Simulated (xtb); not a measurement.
xtb 6.7.1, GFN2-xTB: Si(H)(Et)(OH)(OMe) (CC[SiH](O)OC), 16 atoms. The geometry is a generated start, not checked to be a minimum at this level.

```
Quantity                                                                                                        Value
------------------------  -------------------------------------------------------------------------------------------
method                                                                                                       GFN2-xTB
--acc                                                                                                     1 (default)
--etemp (K)                                                                                             300 (default)
detailed input (--input)  none: ANC optimiser, Lindh (1995) Hessian, microcycle=20, maxdispl=1.0, hlow=0.01 (default)
basis functions                                                                                                    40
valence electrons                                                                                                  38
```

```xyz
16

Si    -0.3395     0.2927    -1.1056
O     -0.5706     1.5294    -2.1311
C      1.4144     0.3719    -0.3570
C      1.7186    -0.6767     0.7101
O     -1.5113     0.4882     0.0111
C     -1.9812    -0.3890     0.9879
H     -0.5254    -0.9101    -1.9127
H     -0.9694     2.3347    -1.8102
H      2.1419     0.2678    -1.1633
H      1.5848     1.3631     0.0732
H      1.5653    -1.6805     0.3208
H      2.7510    -0.5979     1.0489
H      1.0735    -0.5427     1.5760
H     -2.6965    -1.0891     0.5501
H     -1.1718    -0.9609     1.4444
H     -2.4840     0.1991     1.7575
```

The structure is relaxed from this start with --opt LEVEL for the levels crude, sloppy, loose, lax, normal, tight, vtight, extreme, once each. Up to the end of the extreme run atoms move by at most 0.84 Å along an axis.

What is the loosest level that ends within 5 meV of the extreme run, and how many cycles does it take?

normal: 34 cycles against 44, ending 0.11 meV above.

```
level    cycles  energy above the extreme run (meV)  gradient norm (eV/Å)
-------  ------  ----------------------------------  --------------------
crude         1                                  45                 0.079
sloppy        1                                  45                 0.079
loose         1                                  45                 0.079
lax           1                                  45                 0.079
normal       34                                0.11                 0.029
tight        37                               0.024                 0.013
vtight       41                          under 0.01                0.0046
extreme      44                                   —                0.0013
```
